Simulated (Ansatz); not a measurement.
```
AuCs
1.0
    4.16197     0.00000     0.00000
    0.00000     4.16197     0.00000
    0.00000     0.00000     4.16197
Cs Au
1 1
Direct
  0.00000   0.00000   0.00000
  0.50000   0.50000   0.50000
```

Computed with PBEsol, rigid bands (plane waves, PAW, scalar-relativistic; Ansatz, a first-principles code). Cell: cell and atoms relaxed with PBEsol.

**Question.** What conductivity effective mass do dilute electrons have at 300 K?

**Answer.** 0.23 mₑ.

**Question.** And the band gap?

**Answer.** 0.79 eV at this level; semilocal functionals usually fall short of the measured gap.

Rigid bands, one relaxation time for all states, no polarons. Spin-orbit coupling is left out; where it splits the top of the valence band it changes the hole mass and lowers the gap by about a third of the splitting.

Formula and space group known from diffraction (Crystallography Open Database), not checked to be the room-temperature form: CsAu (Pm-3m).
